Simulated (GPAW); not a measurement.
**Functionals side by side, with their cost (level): TaSi2 (P6_422, 9 atoms in the cell)**

Cell: a = 4.7839 Å, b = 4.7839 Å, c = 6.5700 Å, α = 90.00°, β = 90.00°, γ = 120.00°.

Program: GPAW, GPAW PAW datasets LDA (gpaw-data 1.0.1); each row names its functional.

Base settings: mode = pw; ecut = 600 eV; xc = LDA; kpts = 5 5 3; mesh shift (steps) = 0 0 0; occupations.name = methfessel-paxton; occupations.width = 0.1 eV; occupations.order = 0; nbands = -15; convergence.density = 1e-05 e/electron.

Differences are taken from r2SCAN (potentials: GPAW PAW datasets PBE (gpaw-data 1.0.1)), a reference of convenience: it is no measurement, and no ranking of the functionals follows. Where a row names another cutoff or potentials, its difference holds that change too.

Core times come from one kind of shared machine and are given to one figure; runs under 30 s give none.

The starting cell comes from a database of published, mostly measured structures (it also holds non-ambient and calculated ones), without a prior relaxation at this level. Spin polarisation is off. In the base run, with a pressure of about -5 GPa the cell is away from its equilibrium volume at this level.

| level | pressure less reference (GPa) | largest difference in the force on any atom (eV/Å) | core time / reference (rough) |
|---|---|---|---|
| LDA (Perdew-Wang 92) | -5.34 | 0.117 | 0.4 |
| PBEsol (potentials: GPAW PAW datasets PBEsol (made by gpaw-setup)) | -1.69 | 0.103 | 0.4 |
| BLYP (potentials: GPAW PAW datasets BLYP (made by gpaw-setup)) | 10.39 | 0.075 | 0.3 |
| vdW-DF2 (potentials: GPAW PAW datasets PBE (gpaw-data 1.0.1)) | 13.34 | 0.014 | 0.4 |
| vdW-DF-cx (potentials: GPAW PAW datasets PBE (gpaw-data 1.0.1)) | 2.45 | 0.109 | 0.3 |
| r2SCAN (potentials: GPAW PAW datasets PBE (gpaw-data 1.0.1)) | 0.00 | 0.000 | 1 |

Left out of this page: 3 runs of the series held back from this collection.
